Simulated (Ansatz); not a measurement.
Consider BeS in the rock salt structure (space group Fm-3m, No. 225; a = 4.590 Å; a hypothetical phase, not in the database extracts checked). Axes: x, y, z lie along the cube axes.

Modification: a pure shear with ε_xz = ε_zx = 0.0021, atoms relaxed at fixed cell.

Levels (all Ansatz, a program for electronic structure, PAW): PBEsol (420 eV, no SOC); r2SCAN (500 eV, no SOC).

The geometry is relaxed with PBEsol.

| Property | Value |
|---|---|
| PBEsol electron mass | 1.0 mₑ along k, 0.29 mₑ across (at X) |
| PBEsol pressure | 0.00 GPa |
| PBEsol lowest conduction level above the VBM at special points | X 0.92 eV; T 0.92 eV; F₂ 2.14 eV; Σ₀ 2.14 eV |

With r2SCAN at the same geometry, the electron mass goes from 1.0 mₑ along k, 0.29 mₑ across (at X) to 0.94 mₑ along k, 0.28 mₑ across (at X); the pressure goes from zero to 3.37 GPa; the lowest conduction level above the VBM at special points changes from X 0.92 eV; T 0.92 eV; F₂ 2.14 eV; Σ₀ 2.14 eV to X 1.31 eV; T 1.31 eV; F₂ 2.63 eV; Σ₀ 2.63 eV.

Single points use the geometry relaxed with PBEsol. Their cutoffs differ, which shifts pressures a little. The levels and masses belong to the bands next to the band gap. The cells carry an imposed strain or load. Masses are band curvatures over ±0.01 Å⁻¹ around the edge. Along k means along the line from Γ to the band edge. Whether these cells are dynamically stable was not tested. Labels are those of the standard path for the cell's own space group.
